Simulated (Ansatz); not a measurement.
Consider the following.

```
CELL_PARAMETERS angstrom
      4.41496     0.00000     0.00000
      0.00000     4.41496     0.00000
      0.00000     0.00000    30.60924
ATOMIC_POSITIONS crystal
  Cl 0.25000 0.75000 0.24492
  K  0.75000 0.25000 0.24622
  Cl 0.75000 0.25000 0.34707
  K  0.25000 0.75000 0.34678
  Cl 0.25000 0.75000 0.44894
  K  0.75000 0.25000 0.44905
  Cl 0.75000 0.25000 0.55106
  K  0.25000 0.75000 0.55095
  Cl 0.25000 0.75000 0.65293
  K  0.75000 0.25000 0.65322
  Cl 0.75000 0.25000 0.75508
  K  0.25000 0.75000 0.75378
```

No spin polarisation.

All numbers come from PBEsol, PAW, 420 eV (Ansatz, an electronic-structure program; no SOC). Γ-centred 8×8×1 mesh, Fermi–Dirac width 0.05 eV. The cell is a slab with vacuum along z.

Problem. Predict the gap character.

Solution. Direct at Γ.

Problem. What layer's space group (with vacuum) does the calculation give?

Solution. P4/nmm (No. 129).

Problem. What is the computed band gap?

Solution. 5.03 eV.

Gaps are Kohn–Sham eigenvalue differences; semilocal functionals usually give less than the measured gap. Whether these cells are dynamically stable was not tested. The cell was made from KCl in the rock salt structure (space group Fm-3m, No. 225) by this change: a free-standing slab of 6 layers (12 atoms, 2 a layer) is cut normal to the z axis, with 15 Å of vacuum and the in-plane cell held at bulk.
